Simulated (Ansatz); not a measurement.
**AlN: response to strain**

Consider AlN in the wurtzite structure (space group P6_3mc, No. 186; a = 3.130 Å, c = 5.018 Å). Axes: x lies along a and z along c of the hexagonal cell.

Strains are applied to the cell and any free atomic positions relax.

Computed with PBE (Ansatz, a quantum-chemistry and plane-wave program; PAW; 420 eV plane waves; scalar-relativistic without spin-orbit coupling).

Notes on the quantities. energy relative to the base: free energy F.

```tsv
case	volume per atom	band gap	energy relative to the base
base	10.65 Å³	4.03 eV	0 meV/atom
uniaxial strain ε_zz = −3.00 %	10.33 Å³	4.12 eV	+10 meV/atom
uniaxial strain ε_zz = −2.40 %	10.39 Å³	4.11 eV	+6.7 meV/atom
uniaxial strain ε_zz = −1.80 %	10.45 Å³	4.09 eV	+3.8 meV/atom
uniaxial strain ε_zz = −1.20 %	10.52 Å³	[?]	+1.7 meV/atom
uniaxial strain ε_zz = −0.60 %	10.58 Å³	4.06 eV	[?]
```

Task: What belongs in the blanks?

Result: 
- uniaxial strain ε_zz = −1.20 %, band gap: 4.07 eV
- uniaxial strain ε_zz = −0.60 %, energy relative to the base: +0.4 meV/atom

Stability against distortions was not tested.
